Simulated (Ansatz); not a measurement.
Start from Te3As2 (space group C2/m, No. 12; made of chains).

```
Te3As2
1.0
    7.52004    -2.01472     0.00000
    7.52004     2.01472     0.00000
   -0.71010     0.00000    10.16716
Te As
6 4
Direct
  0.04061   0.04061   0.28921
  0.95939   0.95939   0.71079
  0.77749   0.77749   0.33182
  0.22251   0.22251   0.66818
  0.36795   0.36795   0.02804
  0.63205   0.63205   0.97196
  0.62148   0.62148   0.43316
  0.37852   0.37852   0.56684
  0.20739   0.20739   0.14069
  0.79261   0.79261   0.85931
```

Cartesian axes are those of the cell as printed.

Calculations: r2SCAN (Ansatz, a program for electronic structure), spin-orbit coupling left out, earlier PAW set.

Perturbation: uniaxial strain ε_yy = +3.76 %, all other strain components held at zero, atoms relaxed at fixed cell.

**Question.** Predict the stress tensor and what it implies for the stiffness.

**Answer.** Stress of the strained cell less that of the base (GPa, compression positive):
```
  -0.17    0.00   -0.14
   0.00   -2.77    0.00
  -0.14    0.00   -0.60
```

Then −Δσ_ii/ε with ε = 0.0376 gives secant stiffness values (nonlinear terms included at this strain): C22 ≈ 74 GPa and C23 ≈ 16 GPa.

As a check, the harmonic strain energy −½ V₀ Δσ:ε is 10 meV/atom; the computed energy rise is 10 meV/atom.

Stability against distortions was not tested. No dispersion term is included, though the crystal is made of layers, chains or molecules, so its spacings can come out too wide.
